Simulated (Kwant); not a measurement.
System: wire with on-site disorder in a Ge (holes) two-dimensional gas. Effective mass 0.06 mₑ, grid spacing 2.5 nm, hard walls, nominal width 40 nm (15 grid rows, so walls 40 nm apart), one parabolic valley, scattering region 160 nm long along x; energies count from the band bottom; Fermi energy swept from 0.0019585 to 0.04017 eV. On-site energies in the scattering region are random, uniform within ±W/2, W = 0.24 eV, averaged over 12 samples.

The device is made up for the run: typed textbook-type constants, with dimensions and the other settings drawn at random.

Kwant, effective-mass tight-binding model on a square grid, one spin, coherent transport at 0 K. Conductance is in e²/h.

### Question
How many channels do the leads carry at E = 18.6, 25.2, 38.5 meV?

### Answer
The hard-wall thresholds are n² ħ²π²/(2mW²) = n² × 3.92 meV with W = 40 nm. √(18.6/3.92) = 2.18, so 2. √(25.2/3.92) = 2.54, so 2. √(38.5/3.92) = 3.14, so 3.
